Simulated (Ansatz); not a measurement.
The reference is SrHfO$_{3}$ in the cubic perovskite structure (space group Pm-3m, No. 221; a = 4.106 Å).

Modification: every Sr is replaced by Mg, then cell and atoms are relaxed.

Levels (all Ansatz, a quantum-chemistry and plane-wave program, PAW): PBEsol (420 eV, no spin-orbit coupling); PBEsol+SOC (420 eV, noncollinear with spin-orbit coupling).

The geometry is relaxed with PBEsol.

| Property | Value |
|---|---|
| PBEsol pressure | 0.00 GPa |
| PBEsol lowest conduction level above the VBM at special points | Γ 0.84 eV; R 2.38 eV; X 4.07 eV; M 4.29 eV |
| PBEsol smallest direct gap | 1.06 eV |

### Question
Predict the pressure, lowest conduction level above the VBM at special points and smallest direct gap from PBEsol+SOC.

### Answer
The pressure goes from zero to -0.21 GPa; the lowest conduction level above the VBM at special points goes from Γ 0.84 eV; R 2.38 eV; X 4.07 eV; M 4.29 eV to Γ 0.83 eV; R 2.38 eV; X 4.06 eV; M 4.28 eV; the smallest direct gap falls by 0.14 eV (1.06 eV → 0.92 eV).

Single points use the geometry relaxed with PBEsol. The spin-orbit shifts are approximate. Spin-orbit coupling, missing from the scalar runs, can matter with Hf. Whether these cells are dynamically stable was not tested. As relaxed here, HfMgO3 is a hypothetical phase, not in the database extracts checked. Many cubic perovskites are stable only at high temperature; tilts and polar distortions were not tested.
